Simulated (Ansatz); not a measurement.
## Mo3Ge (model structure, started from the D03 type, Fm-3m, No. 225, 4 atoms in the cell): properties by level of theory

```
level (code)         equilibrium lattice constant a (Å)  enthalpy of formation (eV/atom)
-------------------  ----------------------------------  -------------------------------
PBE (Ansatz)                                      6.272                            0.110
PBEsol (Ansatz)                                   6.207                            0.072
PBE-D3(BJ) (Ansatz)                               6.209                            0.065
```

Ansatz's density-functional and Hartree–Fock values are scalar-relativistic unless marked +SOC, with PAW data made under PBE.

A model structure was made by putting elements into a prototype or built by hand; it is no filed structure, need not be a known phase, and can be a saddle point held by its symmetry.

Ansatz is a first-principles code.
